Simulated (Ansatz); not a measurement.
System: BeS (model structure, started from the wurtzite type, P6₃mc, No. 186, 4 atoms in the cell). Method: PBEsol in Ansatz (plane waves, PAW).

Numerical settings: plane-wave cutoff 520 eV, 12×12×6 k mesh (along the axes of the cell as run), Fermi–Dirac smearing 0.01 eV, scalar-relativistic PAW data made under PBE.

The cell is the one relaxed with PBEsol. Conventional cell: a = 3.4117 Å, b = 3.4117 Å, c = 5.6250 Å, α = 90.00°, β = 90.00°, γ = 120.00°.

```
BeS
1.0
    3.41172     0.00000     0.00000
   -1.70586     2.95464     0.00000
    0.00000     0.00000     5.62504
Be S
2 2
Cartesian
  1.70586   0.98488  -0.00249
  0.00000   1.96976   2.81003
  1.70586   0.98488   3.51927
  0.00000   1.96976   0.70675
```

**Question.** List the 9 lowest band energies at Γ above −25 eV (eV, relative to the valence band maximum), grouping those that round alike.

**Answer.** At Γ: -13.86, -12.23, -6.02, -1.17 (×2), -0.17, 0.00 (×2), 5.05.

Note: the relaxation could raise the start's symmetry but not lower it, so the cell can be a saddle point.

A model structure was made by putting elements into a prototype or built by hand; it is no filed structure, need not be a known phase, and can be a saddle point held by its symmetry.

Ansatz is a program for electronic structure.
